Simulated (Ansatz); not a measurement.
**Effective masses and thermopower of CdTe under load (space group F-43m)**

Given:

```
CELL_PARAMETERS angstrom
      0.00000     3.23032     3.23032
      3.23032     0.00000     3.23032
      3.23032     3.23032     0.00000
ATOMIC_POSITIONS crystal
  Cd 0.00000 0.00000 0.00000
  Te 0.25000 0.25000 0.25000
```

All values below come from r2SCAN with spin-orbit coupling, rigid bands (plane waves, PAW; Ansatz, a program for electronic structure). Condition of this run: hydrostatic pressure 2 GPa (the target of the relaxation). How the cell was made: cell and atoms relaxed with r2SCAN, then loaded as said.

```yaml
band_gap: 1.05 eV
electron conductivity mass (300 K, dilute): 0.101 mₑ
hole conductivity mass (300 K, dilute): 0.53 mₑ
effective density of states N_c (300 K): 7.4e17 cm⁻³
effective density of states N_v (300 K): 1.9e19 cm⁻³
density_of_states_mass_electrons: 0.095 mₑ
density_of_states_mass_holes: 0.83 mₑ
Seebeck coefficient, n-type 1e19 cm⁻³, 300 K: -65 μV/K
Seebeck coefficient, p-type 1e19 cm⁻³, 300 K: 270 μV/K
best p-type power factor at 300 K for τ = 10 fs (best axis; densities from 1e16 to 1e21 cm⁻³ tried, whether or not they can be reached): 5.6 μW/(cm·K²) at 1e20 cm⁻³
```

Rigid bands; masses and Seebeck coefficients take one relaxation time τ for all states and one kind of carrier; polarons and phonon drag are left out.
